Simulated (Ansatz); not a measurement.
The starting structures come from a database of crystals and need not be the phases stable at ambient conditions.

Consider the following.

```
Ag2Rb2GeS4
1.0
    6.40021     0.00000     0.00000
    3.08298     6.89717     0.00000
   -1.65862     3.44858    11.28677
Rb Ag Ge S
4 4 2 8
Direct
  0.05820   0.19180   0.61640
  0.94180   0.80820   0.38360
  0.31173   0.93827   0.12346
  0.68827   0.06173   0.87654
  0.43454   0.31546   0.36908
  0.56546   0.68454   0.63092
  0.28244   0.46756   0.06488
  0.71756   0.53244   0.93512
  0.12681   0.62319   0.75362
  0.87319   0.37681   0.24638
  0.78061   0.87802   0.63838
  0.21939   0.12198   0.36162
  0.35777   0.48360   0.63838
  0.64223   0.51640   0.36162
  0.91336   0.63428   0.13236
  0.08664   0.36572   0.86764
  0.71900   0.23336   0.13236
  0.28100   0.76664   0.86764
```

Space group of this cell: C2/c. The cell is taken as given; by PBEsol its mean pressure is -2.3 GPa.

Transport runs along the normal of the first two printed cell vectors.

The gap is the functional's own. No spin-orbit coupling. Mid-gap values are interpolated on the energy grid.

Question: Compute, with PBEsol (Ansatz, a program for electronic structure), the band gap and the smallest decay constant κ at mid-gap.

Answer: Gap 1.80 eV on a 6×6×6 mesh; κ = 0.234 1/Å, at the zone centre.
